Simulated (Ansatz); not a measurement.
Ansatz (a program for electronic structure) is run on SiO2 (Pn-3m, 6 atoms in the cell), and the run fails. The aim is a self-consistent single point with DFT, r2SCAN, plane waves, default PAW files made with PBE.

Cell that was meant: a = 3.8070 Å, b = 3.8070 Å, c = 3.8070 Å, α = 90.00°, β = 90.00°, γ = 90.00°.

Part of the input:

Ansatz 0.2 input:
```yaml
  pseudopotentials: { kind: paw }
scf:
  occupations: { method: fixed }
  max_iter: 2
output:
  forces: true
  eigenvalues: true
```

Output, abridged:

```
SCF iter   1: F=—  HF=-3557.974416 eV  |F-HF|=—  |Δ(HF+E_count)|=         —  Δρ=8.20e-3  dr2=3.42e-2  dr2_τ=4.69e-1  ethr=1.77e-3  ⟨swp⟩=8.1  Hψ=8543  notcnv=0
all-band conjugate gradients solve this SCF's bands
preconditioner: auto → Resta (q_TF=auto, 2.491 Å⁻¹)
SCF iter   2: F=—  HF=-3558.132283 eV  |F-HF|=—  |Δ(HF+E_count)|=   1.58e-1  Δρ=5.42e-3  dr2=1.14e-2  dr2_τ=7.57e-4  ethr=1.07e-4  ⟨swp⟩=6.3  Hψ=5136  notcnv=0
Error: did not converge after 2 iterations: dr2 = 1.14e-2 (threshold 1.00e-7), under the density mixer `msr1`, which `scf.mixing.algorithm: auto` chose by the deck's other keys (type `scf.mixing.algorithm: msr1` to keep it); at k-index 0, counted from 0 in this SCF's own list of k-points, the highest band that the last eigensolve's fill by count filled, 6.158948 eV, and the lowest that it left empty, 12.127322 eV, lay 5.968e0 eV apart, the closest at any k-point: where those lie closer than the levels still move from one iteration to the next, and no symmetry of the run holds them equal, such a fill need not settle, and opposed starting moments at zero total moment, or else a [...]
```

Q: Find the mistake and give the fix.

A: The fault is an iteration limit that is too low. The loop is cut before its threshold is met, so whatever is printed at the end is not self-consistent. To fix it, raise the limit, or leave it to the default. The run ended unconverged after 2 iterations.

The sound input it was made from differs as follows (other fixes are possible):
```diff
-  max_iter: 2
```

With that input, the run converged in 7 iterations: free energy E − TS (on the zero of these files) -3558.1297 eV; top of the valence band (on the code's own zero) 6.73 eV; gap on the k-point mesh 5.40 eV; pressure -7.47 GPa (DFT, r2SCAN, plane waves, default PAW files made with PBE).

On the sound input: the starting cell comes from a database of computed structures (which also holds hypothetical and non-ambient phases and stackings), without a prior relaxation at this level. With a pressure of about -7 GPa the cell is away from its equilibrium volume at this level. Ansatz's pressure includes its estimate of the finite-basis (Pulay) stress.
